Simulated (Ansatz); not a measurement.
Take GaAs (space group Pm-3n, No. 223; a = 6.982 Å; a hypothetical phase, not in the database extracts checked) as the base. Axes: x, y, z lie along the cube axes.

The values are results of DFT with PBEsol, PAW potentials and a 420 eV plane-wave cutoff in Ansatz (a program for electronic structure), no SOC, not measurements.

The change: compressive biaxial strain of 1.67 % in the plane normal to [001], as in epitaxy on a mismatched substrate; the out-of-plane cell vector and the atoms relax.

Task: What does the calculation give for the in-plane stress and electron mass after the change?

Result: The mean in-plane stress (compression positive) is +2.0 GPa; the electron mass comes out as 0.038 mₑ out of plane, 0.024 mₑ in plane (at Γ).

The levels and masses belong to the bands next to the band gap. Masses are band curvatures over ±0.01 Å⁻¹ around the edge. Whether these cells are dynamically stable was not tested.
